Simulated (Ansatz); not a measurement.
Cell and atoms of amorphous Al12Sb12Se36:

```xyz
60
Lattice="11.4026 0.0028 -0.3010 0.0028 11.8018 0.3739 -0.3010 0.3739 12.1326" Properties=species:S:1:pos:R:3 pbc="T T T"
Al     3.5042     6.8443     0.6152
Al     9.6128     3.0042     0.5634
Al    10.8382     6.6205     7.0695
Al     3.5710     5.2281     3.4021
Al    10.8157     3.5995     5.5132
Al     5.5439     9.6309    11.1080
Al     2.4198     9.5099    10.1979
Al     8.4438     2.6199     3.4758
Al     9.3345     6.1315     4.2689
Al     6.8304     7.3334     2.0899
Al     1.6692    10.7767     0.7805
Al     5.5566     3.6925     8.4066
Sb    10.9638     7.5103    11.4985
Sb     5.1280     2.6267     0.1369
Sb     2.6288     5.2485     7.3011
Sb     5.5268     7.9043     5.8073
Sb     0.0054     2.2036    10.5542
Sb     1.8111     1.1094     3.5807
Sb     7.0356    11.6790     2.1188
Sb     8.0058     9.0523     8.6094
Sb     3.2257     9.2098     4.2794
Sb     9.9396    10.9020     5.4000
Sb     3.1414     1.3273     7.3029
Sb     7.5408     1.1099     9.6589
Se     3.3243     4.3565     1.1921
Se     1.9352     7.0339    10.6372
Se    10.6916     2.7704     2.6983
Se     5.5461     7.2456    12.0744
Se     1.3108     8.1456     7.7724
Se     7.4402     3.5854     1.4588
Se     5.8181     1.5741     7.3197
Se     9.7346    10.9605     7.9831
Se     2.1642     1.3030     0.2158
Se     9.1314     6.8471     2.0369
Se     0.9279     9.0721     5.6081
Se     4.5475     9.3555     8.9913
Se     3.2833     3.5936     9.2980
Se     1.8267    11.7083     9.3620
Se     4.8518     1.2191     2.3467
Se     3.6708     9.4446     0.4254
Se     0.6755    10.6794     2.9750
Se     7.9691     9.7990    11.1216
Se     9.4367     1.1303    11.8103
Se     0.2606     1.2241     5.8884
Se    -0.1159     4.2697     8.1015
Se     8.9775     7.8064     5.9510
Se     5.8489     5.9995     3.9317
Se     9.5308     6.9875     9.2969
Se     6.1914     9.4041     3.1320
Se     0.0074    10.0950    11.2098
Se     5.2193     6.0669     7.7781
Se     3.7490    11.6360     5.4485
Se     8.3876     4.0879     5.3720
Se     0.2497     5.7075     5.0072
Se     2.1922     7.0545     2.6605
Se    10.8898     4.5519    11.4055
Se     7.6239     0.5623     4.3833
Se     3.2136     3.6466     5.1398
Se     5.4742     0.3892    11.1357
Se     7.3599     3.7395     9.9403
```

The numbers are results of PBE-D3(BJ), scalar-relativistic without spin-orbit coupling, PAW (Ansatz default set, large-core Se) (plane waves to 420 eV; Ansatz, a quantum-chemistry and plane-wave program), not measurements.

A CHGNet melt-quench gave the starting glass, which DFT then relaxed. The hot cell started wider than the set density and was brought back towards it in steps. It is the lowest in DFT energy of 3 quenches. It is a model cell: composition and starting density were chosen by hand, and all elements were melted together. The geometry includes D3(BJ) dispersion. Its density started from a set value of 4.42 and ended at 4.71 g/cm³. The quench (nominally 79 K/ps over its main leg) was far faster than any real one, so the model tends to hold more defects than a real film. A cell of this size samples the disorder only roughly. Volume and shape were free in the relaxation.

Cut-offs for bonds: Al-Al 2.90 Å, Al-Sb 3.12 Å, Al-Se 2.80 Å, Sb-Sb 3.34 Å, Sb-Se 3.08 Å, Se-Se 2.76 Å.

### Question
Give the coordination numbers, mean bond lengths and angles.

### Answer

```
Quantity                                                 Value
-----------------------  -------------------------------------
Mean coordination of Al              4.33 (8 with 4, 4 with 5)
Mean coordination of Sb              3.75 (3 with 3, 9 with 4)
Mean coordination of Se  2.69 (13 with 2, 21 with 3, 2 with 4)
Mean Al-Se bond           2.458 Å (spread 0.082 Å, 52 counted)
Mean Sb-Se bond           2.760 Å (spread 0.133 Å, 43 counted)
Mean Sb-Sb bond            3.055 Å (spread 0.000 Å, 1 counted)
Mean Se-Se bond            2.385 Å (spread 0.000 Å, 1 counted)
Bond angle at Al                     mean 107.9°, spread 19.5°
Bond angle at Sb                     mean 102.2°, spread 25.8°
Bond angle at Se                     mean 100.7°, spread 18.5°
```

### Question
List the pairs of like atoms that count as bonded by the rules above.

### Answer
Sb16-Sb21 (3.06 Å), Se29-Se35 (2.39 Å).
